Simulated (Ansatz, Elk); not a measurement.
An Ansatz (a program for electronic structure) input for a self-consistent single point of LiF (Fm-3m, 2 atoms in the cell) (DFT, PBE, plane waves, default PAW files):

Ansatz 0.2 input:
```yaml
crystal:
  lattice:
    - [0.00000000, 1.97767000, 1.97767000]
    - [1.97767000, 0.00000000, 1.97767000]
    - [1.97767000, 1.97767000, 0.00000000]
  atoms:
    - { symbol: Li, position: [0.00000000, 0.00000000, 0.00000000] }
    - { symbol: F, position: [0.50000000, 0.50000000, 0.50000000] }
basis:
  ecutwfc: 420.0
kpoints:
  mp_grid:
    grid: [9, 9, 9]
hamiltonian:
  xc: pbe
  pseudopotentials:
    kind: paw
scf:
  occupations:
    method: fixed
output:
  forces: true
  eigenvalues: true
  stress: true
```

### Question
Give the Elk input for the same structure, mesh, smearing and functional.

### Answer
This is the input that was run; spellings and numerical settings could be chosen otherwise.

```
tasks
  0

xctype
  20

rgkmax
  7.0

rmtscf
  0.94

stype
  0

swidth
  0.0001

scale
  5.285276233

avec
    0.0000000000    0.7071067812    0.7071067812
    0.7071067812    0.0000000000    0.7071067812
    0.7071067812    0.7071067812    0.0000000000

sppath
  './'

atoms
  2   : nspecies
  'Li.in'   : spfname
  1   : natoms; atposl, bfcmt below
  0.0000000000  0.0000000000  0.0000000000    0.0 0.0 0.0
  'F.in'   : spfname
  1   : natoms; atposl, bfcmt below
  0.5000000000  0.5000000000  0.5000000000    0.0 0.0 0.0

ngridk
  9 9 9
```

Basis, cutoffs, solver keys and any potentials are the target program's own. This input uses DFT, PBE, all-electron FP-LAPW, Elk's shipped species files, default APW+lo basis. Both were run: gap on the mesh 9.591 eV in Ansatz and 9.556 in Elk.

On Ansatz: the starting cell comes from a database of computed structures (which also holds hypothetical and non-ambient phases and stackings), without a prior relaxation at this level. Its lattice was rescaled by a random factor within 2.5 % of one. For this run, on top of that: lattice scaled by 0.98. With a pressure of about 7 GPa the cell is away from its equilibrium volume at this level.

On Elk: the starting cell comes from a database of computed structures (which also holds hypothetical and non-ambient phases and stackings), without a prior relaxation at this level. Its lattice was rescaled by a random factor within 2.5 % of one. For this run, on top of that: lattice scaled by 0.98. Values depend on the basis (sphere radii, cutoffs, local orbitals), which need not be converged.
